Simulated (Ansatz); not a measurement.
Consider an 8-atom supercell of Al in the fcc (Cu type) structure (space group Fm-3m, No. 225) at its relaxed geometry.

```
CELL_PARAMETERS angstrom
      0.00000     3.99201     3.99201
      3.99201     0.00000     3.99201
      3.99201     3.99201     0.00000
ATOMIC_POSITIONS crystal
  Al 0.00000 0.00000 0.00000
  Al 0.00000 0.00000 0.50000
  Al 0.00000 0.50000 0.00000
  Al 0.00000 0.50000 0.50000
  Al 0.50000 0.00000 0.00000
  Al 0.50000 0.00000 0.50000
  Al 0.50000 0.50000 0.00000
  Al 0.50000 0.50000 0.50000
```

All numbers come from r2SCAN, PAW, 500 eV (Ansatz, a program for electronic structure; without spin-orbit coupling).

One neutral defect a cell, atoms relaxed at fixed cell.

One change was made to it. Results:

| quantity | base | after |
|---|---|---|
| pressure | -0.3 GPa | 7.2 GPa |
| largest displacement of a host atom from its site in the perfect cell | – | 0.00 Å |

Task: What was done to the base?
A. Y on a Al site, symmetric start
B. Zn on a Al site
C. Al vacancy
D. In on a Al site

Result: D, In on a Al site. For comparison, the pressure in the other runs: Zn on a Al site gives -0.9 GPa; Y on a Al site, symmetric start gives 11.9 GPa; Al vacancy gives -1.9 GPa.

The cell is small, so the values are those of an ordered compound at a high defect concentration; dilute-limit values will differ. Defects with a symmetric start kept the site's symmetry and may sit on a saddle; the others started slightly shaken. The final runs are not spin-polarised.
